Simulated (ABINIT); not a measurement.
Worked example: self-consistent single point of SrBi3 (Pm-3m, 4 atoms in the cell) in ABINIT.

Method: PBEsol, norm-conserving pseudopotentials (PseudoDojo nc-sr-04 PBEsol standard) (plane waves; ABINIT).

The change in words: lattice scaled by 0.98. Reference geometry:
```
SrBi3
1.0
    5.04969     0.00000     0.00000
    0.00000     5.04969     0.00000
    0.00000     0.00000     5.04969
Sr Bi
1 3
Direct
  0.00000   0.00000   0.00000
  0.50000   0.50000   0.00000
  0.00000   0.50000   0.50000
  0.50000   0.00000   0.50000
```

Reference input (self-consistent single point, DFT, PBEsol, plane waves, norm-conserving pseudopotentials (PseudoDojo nc-sr-04 PBEsol standard)): pseudos = [Sr.upf, Bi.upf]; ecut = 68 Ry; occopt = 7; tsmear = 0.00367493 Ha; ngkpt = 5 5 5; nshiftk = 1; shiftk = 0 0 0; potentials = PseudoDojo nc-sr-04 PBEsol standard; nband = 36; kptopt = 1; nstep = 80; toldfe = 1e-09 Ha. This run's input differs from it in these lines:

```diff
@@ -5,5 +5,5 @@
 rprim
-         9.5425386732    0.0000000000    0.0000000000
-         0.0000000000    9.5425386732    0.0000000000
-         0.0000000000    0.0000000000    9.5425386732
+         9.3516876729    0.0000000000    0.0000000000
+         0.0000000000    9.3516876729    0.0000000000
+         0.0000000000    0.0000000000    9.3516876729
 natom 4
@@ -14,5 +14,5 @@
          0.0000000000    0.0000000000    0.0000000000
-         2.5248470000    2.5248470000    0.0000000000
-         0.0000000000    2.5248470000    2.5248470000
-         2.5248470000    0.0000000000    2.5248470000
+         2.4743500000    2.4743500000    0.0000000000
+         0.0000000000    2.4743500000    2.4743500000
+         2.4743500000    0.0000000000    2.4743500000
       Angstrom
```

Output, abridged:

```
--- !BeginCycle
solver: {iscf: 7, nstep: 80, nline: 4, wfoptalg: 0, }
tolerances: {toldfe: 1.00E-09, }
...

     iter   Etot(hartree)      deltaE(h)  residm     vres2
 ETOT  1  -279.21896997688    -2.792E+02 8.873E-02 3.662E+01
 ETOT  2  -279.31395633696    -9.499E-02 3.063E-03 2.912E+00
 ETOT  3  -279.31427422649    -3.179E-04 1.311E-03 2.734E-01
 ETOT  4  -279.31435246528    -7.824E-05 1.752E-03 7.056E-03
 ETOT  5  -279.31435386558    -1.400E-06 4.969E-04 3.699E-05
 ETOT  6  -279.31435386891    -3.324E-09 3.130E-04 1.688E-06
 ETOT  7  -279.31435386910    -1.889E-10 2.144E-04 2.197E-08
 ETOT  8  -279.31435386911    -1.256E-11 2.253E-04 1.680E-10
 At SCF step    8, etot is converged :
  for the second time, diff in etot=  1.256E-11 < toldfe=  1.000E-09

 Cartesian components of stress tensor (hartree/bohr^3)
  sigma(1 1)= -3.26639575E-05  sigma(3 2)=  0.00000000E+00
  sigma(2 2)= -3.26639575E-05  sigma(3 1)=  0.00000000E+00
  sigma(3 3)= -3.26639575E-05  sigma(2 1)=  0.00000000E+00

 ----iterations are completed or convergence reached----

 reduced coordinates (array xred) for    4 atoms
       0.000000000000      0.000000000000      0.000000000000
       0.500000000000      0.500000000000      0.000000000000
       0.000000000000      0.500000000000      0.500000000000
       0.500000000000      0.000000000000      0.500000000000
 cartesian forces (eV/Angstrom) at end:
    1     -0.00000000000000    -0.00000000000000    -0.00000000000000
   [... lines left out ...]
 Fermi (or HOMO) energy (eV) =   6.84929   Average Vxc (eV)= -10.59876
   [... lines left out ...]
total_energy        : -2.79314353869109E+02
total_energy_eV     : -7.60053010074021E+03
band_energy         : -2.08323542135826E+01
...

-Cartesian components of stress tensor (GPa)         [Pressure=  9.6101E-01 GPa]
- sigma(1 1)= -9.61006647E-01  sigma(3 2)=  0.00000000E+00
- sigma(2 2)= -9.61006647E-01  sigma(3 1)=  0.00000000E+00
- sigma(3 3)= -9.61006647E-01  sigma(2 1)=  0.00000000E+00

 Calculation completed.
```

The run converged in 8 iterations. Against the reference run the free energy falls by 5.8 meV/atom and the pressure goes from -1.82 to 0.96 GPa.

The starting cell comes from a database of computed structures (which also holds hypothetical and non-ambient phases and stackings), without a prior relaxation at this level. Its lattice was rescaled by a random factor within 2.5 % of one. For this run, on top of that: lattice scaled by 0.98.

Cost on one core of a shared machine: roughly 4 min.
